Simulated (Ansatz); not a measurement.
This Ansatz (a program for electronic structure) input is the reference run, GaSb in the zinc blende structure (space group F-43m, No. 216), computed with PBEsol (Ansatz, PAW, without spin-orbit coupling), earlier PAW set:

Ansatz 0.2 input:
```yaml
crystal:
  lattice:
    - [0, 3.0560011128, 3.0560011128]
    - [3.0560011128, 0, 3.0560011128]
    - [3.0560011128, 3.0560011128, 0]
  atoms:
    - { symbol: Sb, position: [0.75, 0.75, 0.75] }
    - { symbol: Ga, position: [0, 0, 0] }
basis: { ecutwfc: 420, ecutrho_ratio: 4, xc_grid: 2, fft_grid_basis: typed }
kpoints: { mp_grid: { grid: [13, 13, 13] } }
hamiltonian:
  xc: pbesol
  dispersion: none
  pseudopotentials: { azcp: { folder: ./paw }, kind: paw }
scf: { occupations: { method: fermi_dirac, width: 0.05 }, convergence: { dr2_threshold: 0.0000000002 } }
output: { forces: true, stress: true }
```

### Question
Write the input for this change: strain tensor (xx, yy, zz, yz, xz, xy) = (−0.12, +0.82, +2.96, +1.21, −0.63, +0.58) %; the atoms relax in the strained cell.

### Answer
Ansatz 0.2 input:
```yaml
crystal:
  lattice:
    - [-0.0013752005, 3.1178851353, 3.1832835591]
    - [3.0332339045, 0.0545496199, 3.1273587388]
    - [3.0700587179, 3.0987851284, 0.0177248065]
  atoms:
    - { symbol: Sb, position: [0.75, 0.75, 0.75] }
    - { symbol: Ga, position: [0, 0, 0] }
basis: { ecutwfc: 420, ecutrho_ratio: 4, xc_grid: 2, fft_grid_basis: typed }
kpoints: { mp_grid: { grid: [13, 13, 13] } }
hamiltonian:
  xc: pbesol
  dispersion: none
  pseudopotentials: { azcp: { folder: ./paw }, kind: paw }
scf: { occupations: { method: fermi_dirac, width: 0.05 }, convergence: { dr2_threshold: 0.0000000002 } }
relax: { f_tol: 0.005, max_steps: 50 }
output: { forces: true, stress: true }
checkpoint: { write: state.ck, write_every: 1000 }
```
This is the input that was run.

Whether these cells are dynamically stable was not tested. The final runs are not spin-polarised.
